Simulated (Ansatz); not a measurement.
System: GaSb (P6₃mc, No. 186, 4 atoms in the cell; start mp-1018059; a measured phase of this formula has another space group). Method: LDA in Ansatz (PAW).

From the output:

```
Crystal: 4 atoms, lattice volume = 110.517 Å³
Basis set: ecut = 520 eV, 2973 PW (Γ), exchange–correlation on 64×64×108 points (8 copies of the dense FFT grid, shifted against one another)
Bands: 34, of which v1, the nominal top of the filled ones, is band 28 counted from 1 (27 counted from 0)
Symmetry: 12 space group operations
Space group: P63mc (ITA 186), of the structure as read, at distance tolerance 4.8e-5 Å
k-points: 185 of 2592 (time reversal used)
Functional: x = slater, c = lda
SCF iter   1: F=—  HF=-20086.069151 eV  |F-HF|=—  |Δ(HF+E_count)|=         —  Δρ=5.86e-3  dr2=1.53e-2
SCF iter   2: F=—  HF=-20086.064398 eV  |F-HF|=—  |Δ(HF+E_count)|=   4.75e-3  Δρ=2.99e-3  dr2=5.15e-3
  ...
SCF iter   9: F=—  HF=-20086.063179 eV  |F-HF|=—  |Δ(HF+E_count)|=   2.56e-9  Δρ=8.79e-7  dr2=1.57e-9
SCF iter  10: F=-20086.063179 eV  HF=-20086.063179 eV  |F-HF|=0.00e0  |Δ(HF+E_count)|=  2.69e-10  Δρ=4.42e-7  dr2=3.78e-10
SCF 1 converged in 10 iterations: F = -20086.063179 eV  dr2 = 3.78e-10
SCF converged after 10 iterations
Free energy (F): -20086.063179 eV
Internal energy: -20086.062848 eV  (E = F + TS)
E sigma→0 (E₀):  -20086.063013 eV
Fermi energy:    8.029481 eV
--- Stress (GPa, compression-positive) ---
       -0.005282      -0.000000       0.000000
        0.000000      -0.005282       0.000000
        0.000000      -0.000000      -0.000903
  P = ⅓ Tr σ = -0.0038 GPa (-0.038 kbar)
```

Q: Write an input file that could have produced this run (the log leaves some choices open).

A: Several could match; the one computed here: 
Ansatz 0.2 input:
```yaml
crystal:
  lattice:
    - [4.2612160145, 0.0, 0.0]
    - [-2.1306080073, 3.6903213196, 0.0]
    - [0.0, 0.0, 7.0279668961]
  atoms:
    - { symbol: Ga, position: [0.6666666667, 0.3333333333, 0.5004717794] }
    - { symbol: Ga, position: [0.3333333333, 0.6666666667, 0.0004717794] }
    - { symbol: Sb, position: [0.6666666667, 0.3333333333, 0.8744282206] }
    - { symbol: Sb, position: [0.3333333333, 0.6666666667, 0.3744282206] }
basis:
  ecutwfc: 520
  ecutrho_ratio: 4
  xc_grid: 2
kpoints:
  mp_grid: { grid: [18, 18, 8] }
  band_path:
    path:
      - [0.0, 0.0, 0.0]
      - [0.0625, 0.0, 0.0]
      - [0.125, 0.0, 0.0]
      - [0.1875, 0.0, 0.0]
      - [0.25, 0.0, 0.0]
      - [0.3125, 0.0, 0.0]
      - [0.375, 0.0, 0.0]
      - [0.4375, 0.0, 0.0]
      - [0.5, 0.0, 0.0]
      - [0.458333, 0.083333, 0.0]
      - [0.416667, 0.166667, 0.0]
      - [0.375, 0.25, 0.0]
      - [0.333333, 0.333333, 0.0]
      - [0.296296, 0.296296, 0.0]
      - [0.259259, 0.259259, 0.0]
      - [0.222222, 0.222222, 0.0]
      - [0.185185, 0.185185, 0.0]
      - [0.148148, 0.148148, 0.0]
      - [0.111111, 0.111111, 0.0]
      - [0.074074, 0.074074, 0.0]
      - [0.037037, 0.037037, 0.0]
      - [0.0, 0.0, 0.166667]
      - [0.0, 0.0, 0.333333]
      - [0.0, 0.0, 0.5]
      - [0.0625, 0.0, 0.5]
      - [0.125, 0.0, 0.5]
      - [0.1875, 0.0, 0.5]
      - [0.25, 0.0, 0.5]
      - [0.3125, 0.0, 0.5]
      - [0.375, 0.0, 0.5]
      - [0.4375, 0.0, 0.5]
      - [0.5, 0.0, 0.5]
      - [0.458333, 0.083333, 0.5]
      - [0.416667, 0.166667, 0.5]
      - [0.375, 0.25, 0.5]
      - [0.333333, 0.333333, 0.5]
      - [0.296296, 0.296296, 0.5]
      - [0.259259, 0.259259, 0.5]
      - [0.222222, 0.222222, 0.5]
      - [0.185185, 0.185185, 0.5]
      - [0.148148, 0.148148, 0.5]
      - [0.111111, 0.111111, 0.5]
      - [0.074074, 0.074074, 0.5]
      - [0.037037, 0.037037, 0.5]
      - [0.5, 0.0, 0.333333]
      - [0.5, 0.0, 0.166667]
      - [0.333333, 0.333333, 0.333333]
      - [0.333333, 0.333333, 0.166667]
    npoints: 1
hamiltonian:
  xc: lda
  dispersion: none
  pseudopotentials: { kind: paw }
scf:
  occupations: { method: fermi_dirac, width: 0.05 }
  convergence: { dr2_threshold: 0.0000000004 }
output:
  forces: true
  stress: true
  eigenvalues: true
  write_bands: true
```

The PAW data were made under PBE.

A start named mp-… is a Materials Project structure, which need not be a measured phase.

Ansatz is an electronic-structure program.
